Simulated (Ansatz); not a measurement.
The parent structure is Zr in the hcp (Mg type) structure (space group P6_3/mmc, No. 194; a = 3.231 Å, c = 5.173 Å).

Levels (all Ansatz, an electronic-structure program, PAW): PBE (420 eV, no SOC); r2SCAN (500 eV, no SOC).

The geometry is relaxed with PBE.

- PBE pressure: 0.0 GPa

Q: What does r2SCAN give at this geometry for the pressure?

A: The pressure goes from zero to 0.4 GPa.

Single points use the geometry relaxed with PBE. Their cutoffs differ, which shifts pressures a little. Stability against distortions was not tested. The final runs are not spin-polarised.
